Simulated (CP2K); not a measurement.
Band structure of PW (Pnma, 8 atoms in the cell).

```
CELL_PARAMETERS angstrom
      5.74171     0.00000     0.00000
      0.00000     3.27062     0.00000
      0.00000     0.00000     6.20331
ATOMIC_POSITIONS crystal
  P  0.31438 0.75000 0.56784
  P  0.68562 0.25000 0.43216
  P  0.18562 0.25000 0.06784
  P  0.81438 0.75000 0.93216
  W  0.98629 0.75000 0.31278
  W  0.01371 0.25000 0.68722
  W  0.51371 0.25000 0.81278
  W  0.48629 0.75000 0.18722
```

Method: PBEsol, GPW, DZVP-MOLOPT-SR-GTH basis, GTH-PBE potentials (GTH_POTENTIALS) run with CP2K.

Settings: CUTOFF = 500 Ry; REL_CUTOFF = 50 Ry; SMEAR/METHOD = GAUSSIAN; SIGMA = 0.136 eV; KPOINTS/SCHEME = MONKHORST-PACK 3 6 3; GAMMA_CENTERED = T; XC_FUNCTIONAL = PBE:PBESOL; P/BASIS_SET = DZVP-MOLOPT-SR-GTH-q5; P/POTENTIAL = GTH-PBE-q5; W/BASIS_SET = DZVP-MOLOPT-SR-GTH-q14; W/POTENTIAL = GTH-PBE-q14; METHOD = GPW; EPS_DEFAULT = 1e-11; EXTRAPOLATION = USE_GUESS.

The starting cell comes from a database of computed structures (which also holds hypothetical and non-ambient phases and stackings), without a prior relaxation at this level. Spin-orbit coupling is off. Spin polarisation is off. Values carry the incompleteness of an atom-centred basis. The potentials were made for another functional than the one used.

Levels in eV from the Fermi level, bands 35 to 40:
```json
[
 {"point": "Γ", "35": "-1.17", "36": "-0.94", "37": "-0.89", "38": "-0.75", "39": "-0.56", "40": "0.48"},
 {"point": "X", "35": "-2.46", "36": "-2.46", "37": "-0.34", "38": "-0.34", "39": "-0.04", "40": "-0.04"},
 {"point": "S", "35": "-2.60", "36": "-2.60", "37": "0.98", "38": "0.98", "39": "0.98", "40": "0.98"},
 {"point": "Y", "35": "-1.20", "36": "-1.20", "37": "-0.63", "38": "-0.63", "39": "0.42", "40": "0.42"},
 {"point": "Z", "35": "-1.70", "36": "-1.70", "37": "-1.47", "38": "-1.47", "39": "0.18", "40": "0.18"},
 {"point": "U", "35": "-1.90", "36": "-1.90", "37": "-0.33", "38": "-0.33", "39": "0.53", "40": "0.53"},
 {"point": "R", "35": "-2.13", "36": "-2.13", "37": "0.40", "38": "0.40", "39": "0.40", "40": "0.40"},
 {"point": "T", "35": "-1.45", "36": "-1.45", "37": "-0.92", "38": "-0.92", "39": "0.41", "40": "0.41"}
]
```

Bands cross the Fermi level along this path, so the cell is metallic at this level.

Higher empty bands are left out: an atom-centred basis made for the valence describes them poorly.
